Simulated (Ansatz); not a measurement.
For Al3V (I4/mmm, No. 139; structure not from a measured cell), LDA (PAW; Ansatz, a first-principles code) gives:

* **lattice parameter a**: 3.703 Å
* **lattice parameter c**: 8.178 Å

**Question.** What does PBEsol (Ansatz, plane waves, PAW) give for the same quantities?

**Answer.** 
- lattice constant a: 3.739 Å (rises by 1.0 %)
- lattice parameter c: 8.247 Å (goes up by 0.8 %)

Changes are worked out from the printed values.

Unless a cell is named, each level is at its own relaxed cell (LDA 14.02, PBEsol 14.41 Å³/atom).

The crystal itself was run without spin with LDA, PBEsol.

Caveats: the relaxation could not lower the start's symmetry, so the cell can be a saddle point above a distorted one (LDA, PBEsol). Ansatz's density-functional and Hartree–Fock values are scalar-relativistic unless marked +SOC, with PAW data made under PBE.
